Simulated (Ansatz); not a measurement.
Reference: BeS (F-43m), PBEsol, rigid bands (plane waves, PAW, scalar-relativistic; Ansatz, a program for electronic structure); axes and stresses refer to this cell.

```
BeS
1.0
    0.00000     2.41892     2.41892
    2.41892     0.00000     2.41892
    2.41892     2.41892     0.00000
Be S
1 1
Direct
  0.00000   0.00000   0.00000
  0.75000   0.75000   0.75000
```

The band gap is 2.91 eV and the Seebeck coefficient, n-type 1e19 cm⁻³ comes out as -275 μV/K. The electron conductivity mass is 0.37 mₑ.

Question: Change: functional r2SCAN on the same cell. What happens to band gap, Seebeck coefficient, n-type 1e19 cm⁻³, electron conductivity mass?

Answer: band gap increases to 3.55 eV; Seebeck coefficient, n-type 1e19 cm⁻³ moves little, to -275 μV/K; electron conductivity mass moves little, to 0.37 mₑ.

Masses are for dilute carriers at 300 K, harmonic means over directions unless an axis is named. Seebeck coefficients are for the stated density at 300 K, with one relaxation time for all states and whether or not that doping can be reached. Spin-orbit coupling is left out unless a row names it.
